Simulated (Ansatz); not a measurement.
Functionals compared on a constructed model of the (000-1) surface of 4H silicon carbide, C-terminated, (√3x√3)R30° Al adatom at H3 (bottom of the slab: 3 H on 3 bottom sites), in Ansatz (plane waves, PAW). The structure was relaxed with PBE; the other rows are single points on it. Cutoff 420 eV (500 eV for r2SCAN). HSE06 used the coarser mesh 4x4x1.

Model: 28-atom slab, 10.8 Å thick at the start with caps and adatoms (thin: gaps and levels are the slab's own), 6x6x1 mesh, Fermi-Dirac 0.025 eV, dipole correction, 6 atoms held, the rest relaxed; symmetry of the start imposed; no spin, no spin-orbit, no U. In PBE it is, or lies within 0.01 eV a 1x1 cell of, the lowest of the 2 structures of its composition computed so far; subsurface sites and larger cells were not tried. These notes are the PBE run's.

```
functional  gap of the slab on its k-mesh (eV)  highest filled level below the top vacuum level (eV)   rough cost of the single point
----------  ----------------------------------  ----------------------------------------------------  -------------------------------
PBE                                       1.44                                                  4.24                                –
r2SCAN                                       …                                                     …  around 100 core-seconds (rough)
```

Question: Some entries are withheld; supply them.

Answer: 
- r2SCAN, gap of the slab on its k-mesh (eV): 1.64
- r2SCAN, highest filled level below the top vacuum level (eV): 4.35

Ansatz is a program for electronic structure.
